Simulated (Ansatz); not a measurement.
# Effect of uniaxial strain ε_yy = +3.02 % on GaP

Take GaP in the zinc blende structure (space group F-43m, No. 216; a = 5.438 Å) as the base. Axes: x, y, z lie along the cube axes.

The change: uniaxial strain ε_yy = +3.02 %, all other strain components held at zero; the atoms relax in the strained cell.

Level of theory: PBEsol in Ansatz (plane waves to 420 eV, PAW, without spin-orbit coupling). Γ-centred 11×11×11 mesh, Fermi–Dirac width 0.05 eV.

- Volume per atom: 20.71 Å³ (base 20.11 Å³)
- Space group: I-4m2 (No. 119) (base F-43m (No. 216))
- Energy relative to the base (free energy F): +7.5 meV/atom
- Band gap: 1.37 eV (base 1.45 eV)
- Gap character: indirect, Γ → Γ–X (87 % along)
- Smallest direct gap: 1.49 eV (base 1.80 eV)
- Electron mass: 1.0 mₑ along k, 0.23 mₑ across (off the special points) (base 1.2 mₑ along k, 0.23 mₑ across (off the special points))
- Valence-band top at Γ (three highest levels, from the VBM): 0.00, 0.00, -0.17 eV (base 0.00, 0.00, 0.00 eV)
- Valley order (the lowest conduction-band minima on the path, energy above the VBM, named in the base's zone): a point along [001], about 1.0 Å⁻¹ from Γ 1.37 eV; L along [1-1-1] 1.44 eV; Γ 1.49 eV; a point along [010], about 1.0 Å⁻¹ from Γ 1.61 eV (base a point along ⟨100⟩, about 1.0 Å⁻¹ from Γ 1.45 eV; L along ⟨111⟩ 1.60 eV; Γ 1.80 eV)
- Stress (xx, yy, zz, yz, xz, xy; compression positive): (-1.60, -3.92, -1.60, 0.00, 0.00, 0.00) GPa

Masses are band curvatures over ±0.01 Å⁻¹ around the edge. Along k means along the line from Γ to the band edge. Stability against distortions was not tested. k-point labels follow each cell's own Brillouin zone.

Ansatz is an electronic-structure program.
